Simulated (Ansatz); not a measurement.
The cell is made up: elements placed on another compound's structure type, so the phase may be hypothetical.

Tunnelling through a barrier is set by its complex band structure: the current falls as exp(−2κd) with the smallest κ.

Here is the system:

```
GaP
1.0
    3.85998     0.00000     0.00000
    0.00000     9.40191     0.00000
    0.00000     4.70096     4.70096
Ga P
4 4
Direct
  0.00000   0.67614   0.00000
  0.00000   0.32386   0.00000
  0.50000   0.17614   0.64773
  0.50000   0.82386   0.35227
  0.00000   0.68296   0.63409
  0.00000   0.31704   0.36591
  0.50000   0.81704   0.00000
  0.50000   0.18296   0.00000
```

Space group of this cell: P4_2/mnm. The cell was relaxed by PBE-D3(BJ).

Transport runs along the normal of the first two printed cell vectors.

The gap is the functional's own, uncorrected, and κ follows it; spin-orbit coupling is left out. Mid-gap values are interpolated between the computed energies.

Question: State the band gap and the smallest decay constant κ at mid-gap according to r2SCAN in Ansatz (a quantum-chemistry and plane-wave program).

Answer: Gap 1.44 eV on a 8×6×6 mesh; κ = 0.126 1/Å, at the zone centre.
